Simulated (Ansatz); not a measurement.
## TlAsS2 (P2₁/c, No. 14)

Level of theory: LDA in Ansatz (PAW).

Numerical settings: plane-wave cutoff 520 eV, 6×4×4 k mesh (along the axes of the cell as run), Fermi–Dirac smearing 0.01 eV, scalar-relativistic PAW data made under PBE.

Cell (measured lattice):

TlAsS$_{2}$ is modelled in the monoclinic space group P2₁/c (No. 14), Pearson symbol mP32. Cell: a = 6.1140 Å, b = 11.3130 Å, c = 12.2960 Å, α = γ = 90.00°, β = 104.21°. Tl1 on 4e sees 2 S at 3.013–3.063 Å (no clear gap to further neighbours). Tl2 on 4e is surrounded by 2 S at 2.905–2.968 Å and 3 S at 3.185–3.344 Å. As1 on 4e is coordinated by 3 S at 2.210–2.331 Å (trigonal pyramidal). As2 on 4e sees 1 S at 2.196 Å and 2 S at 2.318–2.322 Å (trigonal pyramidal). S1 on 4e is surrounded by 1 As at 2.210 Å and 1 Tl at 2.905 Å and 1 Tl at 3.063 Å (no clear gap to further neighbours). S2 on 4e has 1 As at 2.196 Å and 2 Tl at 2.968–3.013 Å (no clear gap to further neighbours). S3 on 4e is surrounded by 2 As at 2.299–2.318 Å and 1 Tl at 3.344 Å (no clear gap to further neighbours). S4 on 4e has 2 As at 2.322–2.331 Å and 2 Tl at 3.185–3.244 Å (no clear gap to further neighbours). (Neighbours: up to the widest gap in distance over summed covalent radii, below 1.35, at either atom; cation-cation and far metal-metal contacts left out.)

| Item | Result |
|---|---|
| band gap | 1.44 eV |
| smallest direct gap on the k points sampled | 1.59 eV |
| direct gap at Γ | 1.68 eV |

Measured, for comparison: band gap 1.8 ± 0.1 eV (temperature not stated, no zero-point or thermal correction, crystals; values from its Ref. 18; as tabulated in Spesyvykh et al. (2024), doi:10.15330/pcss.25.4.795-800).

Note: cell and atoms aren't relaxed at this level (largest force component 0.16 eV/Å, pressure -2.0 GPa).

Spin–orbit coupling is not included; with these elements it can move the gap by several tenths of an eV or more.

Static lattice: no zero-point or thermal effects.

It cost very roughly 17 core-minutes of CPU time.

Ansatz is an electronic-structure program.
